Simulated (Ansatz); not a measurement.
**Pressure series in LiTaO3**

The parent structure is LiTaO3 (space group P4/mbm, No. 127; a = 5.3692 Å, c = 3.9149 Å; a cell from a computed database, its experimental status unchecked).

Cell and atoms are relaxed at each pressure.

Computed with PBEsol in Ansatz (plane waves to 420 eV, PAW, no SOC).

```csv
P (GPa),V (Å³/atom)
-2.00,11.438
-1.00,11.360
0.30,11.264
0.70,11.236
1.50,11.180
3.00,11.079
5.00,10.954
7.50,10.808
10.00,10.673
```

Problem. Fit a third-order Birch–Murnaghan equation of state.

Solution. Least squares on P(V) = (3B₀/2)[(V₀/V)^(7/3) − (V₀/V)^(5/3)]·[1 + (3/4)(B₀′ − 4)((V₀/V)^(2/3) − 1)] gives V₀ = 11.29 Å³/atom, B₀ = 155 GPa and B₀′ = 5.3.

Between the base and pressure 10 GPa the gap moves from 2.41 eV to 2.50 eV, a mean slope of 9.5 meV/GPa.

With Ta present, leaving out spin-orbit coupling can change the band edges. Load acts through the strain it causes; cell and atoms are relaxed under it. Stability against distortions was not tested. Competing high-pressure phases were not computed.

Ansatz is an electronic-structure program.
